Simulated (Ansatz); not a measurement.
The parent structure is ZrO2 in the fluorite structure (space group Fm-3m, No. 225; a = 5.089 Å). Axes: x, y, z lie along the cube axes.

Calculations: r2SCAN (Ansatz, a program for electronic structure), without spin-orbit coupling, earlier PAW set.

For the base:

| Quantity | Value |
|---|---|
| Volume per atom | 10.98 Å³ |
| Band gap | 3.89 eV |

The change: compressive biaxial strain of 1.26 % in the plane normal to [001], as in epitaxy on a mismatched substrate; the out-of-plane cell vector and the atoms relax.

Question: What happens to the volume per atom, band gap and in-plane stress?

Answer: The volume per atom falls by 0.22 Å³, from 10.98 Å³ to 10.76 Å³; the band gap falls by 0.10 eV to 3.79 eV; the mean in-plane stress (compression positive) is +8.3 GPa.

Stability against distortions was not tested. This is not the structure that ZrO2 has at room temperature and ambient pressure.
